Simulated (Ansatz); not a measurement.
The parent structure is AgCl in the rock salt structure (space group Fm-3m, No. 225).

```
AgCl
1.0
    0.00000     2.72374     2.72374
    2.72374     0.00000     2.72374
    2.72374     2.72374     0.00000
Ag Cl
1 1
Direct
  0.00000   0.00000   0.00000
  0.50000   0.50000   0.50000
```

Cartesian axes are those of the cell as printed.

Level of theory: DFT with PBEsol, PAW potentials and a 420 eV plane-wave cutoff in Ansatz (a first-principles code), scalar-relativistic without spin-orbit coupling.

Strains are applied to the cell and any free atomic positions relax.

One change was made to it. Results:

```tsv
quantity	base	after
band gap	0.72 eV	0.71 eV
smallest direct gap	3.03 eV	3.01 eV
electron mass	0.25 mₑ (at Γ)	0.25 mₑ (at Γ)
```

Q: Which of these changes matches the shifts?
(A) uniaxial strain ε_zz = +0.50 %
(B) uniaxial strain ε_zz = +2.50 %
(C) uniaxial strain ε_zz = −2.00 %

A: A, uniaxial strain ε_zz = +0.50 %. For comparison, the band gap in the other runs: uniaxial strain ε_zz = −2.00 % gives 0.66 eV; uniaxial strain ε_zz = +2.50 % gives 0.65 eV.

Masses are band curvatures over ±0.01 Å⁻¹ around the edge. Semilocal Kohn–Sham gaps tend to fall short of experiment. Stability against distortions was not tested.
